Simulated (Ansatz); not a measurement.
## A computed series for MoTe2: response to strain

The parent structure is MoTe2 (space group P6_3/mmc, No. 194; layered, stacked along the Cartesian z axis).

```
MoTe2
1.0
    3.49664     0.00000     0.00000
   -1.74832     3.02818     0.00000
    0.00000     0.00000    13.69594
Te Mo
4 2
Direct
  0.66667   0.33333   0.38268
  0.33333   0.66667   0.88268
  0.33333   0.66667   0.61732
  0.66667   0.33333   0.11732
  0.66667   0.33333   0.75000
  0.33333   0.66667   0.25000
```

Cartesian axes are those of the cell as printed.

Strains are applied to the cell and any free atomic positions relax; under biaxial strain the out-of-plane vector relaxes too.

All numbers come from Ansatz (a program for electronic structure), PBE-D3(BJ), PAW, cutoff 420 eV, no SOC.

Notes on the quantities. in-plane stress: mean in-plane stress (compression positive).

```csv
case,ratio −ε⊥/ε∥,band gap,in-plane stress
base,–,0.60 eV,–
"biaxial strain +0.60 %, plane normal [001], relaxed out of plane",–,0.58 eV,-0.9 GPa
"biaxial strain +1.20 %, plane normal [001], relaxed out of plane",0.46,0.55 eV,-1.8 GPa
"biaxial strain +1.80 %, plane normal [001], relaxed out of plane",0.45,0.53 eV,-2.7 GPa
"biaxial strain +2.40 %, plane normal [001], relaxed out of plane",0.45,0.50 eV,-3.5 GPa
"biaxial strain +3.00 %, plane normal [001], relaxed out of plane",0.45,0.46 eV,-4.2 GPa
```

With Te present, leaving out spin-orbit coupling can change the band edges. Stability against distortions was not tested. The program warned that a D3 coordination switch lies within reach, so dispersion energies are less smooth here.
